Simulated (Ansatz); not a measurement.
Base system: Cu₃SbS₄ (space group I-42m, No. 121; a = 5.340 Å, c = 10.635 Å). Axes: x, y, z lie along a, b, c of the conventional cell.

Level of theory: DFT with PBEsol, PAW potentials and a 420 eV plane-wave cutoff in Ansatz (a first-principles code), no spin-orbit coupling.

Base values:

The shortest interatomic distance comes out as 2.260 Å and the pressure is 0.0 GPa.

One thing is altered: the cell is compressed by 1.50 % along z with no lateral relaxation; the atoms relax in the strained cell.

Task: What happens to the energy relative to the base?

Result: The energy grows by 1.4 meV/atom.

Task: How does this affect the shortest interatomic distance?

Result: The shortest interatomic distance falls by 0.011 Å (2.260 Å → 2.249 Å).

Task: What happens to the pressure?

Result: The pressure (mean of the normal stresses, compression positive) goes from zero to 1.3 GPa.

Without a gap, meshes like the base's 12×12×12 leave anisotropic stresses uncertain by several tenths of a GPa, and small strain energies with them. Whether these cells are dynamically stable was not tested. The final runs are not spin-polarised.
